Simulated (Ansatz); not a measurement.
Input:

```
CELL_PARAMETERS angstrom
      0.00000     5.42357     5.42357
      5.42357     0.00000     5.42357
      5.42357     5.42357     0.00000
ATOMIC_POSITIONS crystal
  Bi 0.00000 0.00000 0.00000
  Ag 0.50000 0.50000 0.50000
  Cs 0.25000 0.25000 0.25000
  Cs 0.75000 0.75000 0.75000
  Br 0.25614 0.74386 0.25614
  Br 0.25614 0.74386 0.74386
  Br 0.74386 0.25614 0.74386
  Br 0.74386 0.25614 0.25614
  Br 0.25614 0.25614 0.74386
  Br 0.74386 0.74386 0.25614
```

No spin polarisation.

Method: LDA (Ansatz, a program for electronic structure), spin-orbit coupling left out. Γ-centred 5×5×5 mesh, Fermi–Dirac width 0.05 eV.

Problem. Predict the smallest direct gap.

Solution. 2.23 eV.

Problem. Predict the electron mass.

Solution. 0.37 mₑ along k, 0.24 mₑ across (at L).

Problem. Predict the hole mass.

Solution. 0.14 mₑ along k, 0.58 mₑ across (at X).

Problem. What is the computed width of the top valence band?

Solution. 1.54 eV.

Spin-orbit coupling, missing from the scalar runs, can matter with Bi. Load acts through the strain it causes; cell and atoms are relaxed under it. Masses are band curvatures over ±0.01 Å⁻¹ around the edge. Along k means along the line from Γ to the band edge. Stability against distortions was not tested. The cell was made from Cs2AgBiBr6 (space group Fm-3m, No. 225) by this change: pressure 1.5 GPa.
